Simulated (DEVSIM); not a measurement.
Schottky contact on n-type InP

System: Schottky contact on n-type InP, at 300 K.

| layer (left to right) | material | thickness (μm) | Nd (cm⁻³) | τn (s) | τp (s) |
|---|---|---|---|---|---|
| 1 | InP | 1.30 | 7.8e16 | 3.1e-8 | 3.1e-8 |

Left contact: Schottky, work function 5.23 eV, emission velocity 1.2e7 cm/s. Right contact: ohmic. Voltage is applied to the left contact. Recombination: SRH at mid-gap, radiative. Mobility is μmin + (μ − μmin)/(1 + (N/Nref)^α).

The device is made up for the run: typed textbook-type constants, with dimensions and the other settings drawn at random. Values at 300 K.

```
parameter          InP
-------------  -------
gap (eV)         1.344
affinity (eV)     4.38
permittivity      12.5
Nc (cm⁻³)       5.7e17
Nv (cm⁻³)       1.1e19
μn (cm²/Vs)       5200
μp (cm²/Vs)        170
μn,min             400
μp,min              10
Nref,n            3e17
Nref,p          4.9e17
αn                0.47
αp                0.62
B (cm³/s)      1.2e-10
```

DEVSIM, 1D drift-diffusion, Boltzmann statistics, complete ionisation; no tunnelling, impact ionisation, image-force lowering or self-heating. Metal contacts follow the ideal Schottky-Mott rule: no Fermi-level pinning, no interface dipoles.

```
Property                                            Result
---------------------------------------------  -----------
Potential step across the device at zero bias      0.799 V
Largest field in the device at zero bias       130000 V/cm
Dark forward voltage at 1 A/cm²                    0.492 V
Dark forward voltage at 100 A/cm²                  0.612 V
```

Small-signal capacitance in reverse bias (quasi-static):

```csv
V (V),C (nF/cm²)
-0.2,84.3
-0.5,73.7
-1,62.5
-1.5,55.2
-2,49.9
-3,42.8
-4,38.1
```

Dark forward current:

(V (V), J (A/cm²)): (0.05, 3.3e-8); (0.10, 2.6e-7); (0.15, 1.8e-6); (0.20, 1.3e-5); (0.25, 8.8e-5); (0.30, 0.00061); (0.35, 0.0042); (0.40, 0.029); (0.45, 0.20); (0.50, 1.4); (0.55, 9.5); (0.60, 65); (0.65, 420); (0.70, 2300)
